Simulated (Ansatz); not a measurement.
We consider CaO (P6₃/mmc, No. 194, 4 atoms in the cell; start mp-545512; a measured phase of this formula has another space group), described by LDA (Ansatz, a first-principles code, PAW).

Run with plane-wave cutoff 520 eV, 12×12×8 k mesh (along the axes of the cell as run), Fermi–Dirac smearing 0.01 eV, scalar-relativistic PAW data made under PBE.

Computed at the level's own relaxed cell.

```yaml
crystal:
  lattice:
    - [3.90884, 0.00000, 0.00000]
    - [-1.95442, 3.38516, 0.00000]
    - [0.00000, 0.00000, 4.68336]
  atoms:
    - { symbol: Ca, position: [0.33333, 0.66667, 0.75000] }
    - { symbol: Ca, position: [0.66667, 0.33333, 0.25000] }
    - { symbol: O, position: [0.33333, 0.66667, 0.25000] }
    - { symbol: O, position: [0.66667, 0.33333, 0.75000] }
```

Question: List the 15 lowest band energies at Γ above −25 eV (eV, relative to the valence band maximum), grouping those that round alike.

Answer: At Γ: -18.61, -18.28 (×2), -18.03 (×2), -17.87, -15.21, -15.04, -1.29 (×2), -1.28 (×2), -1.06, 0.00, 3.22.

A start named mp-… is a Materials Project structure, which need not be a measured phase.
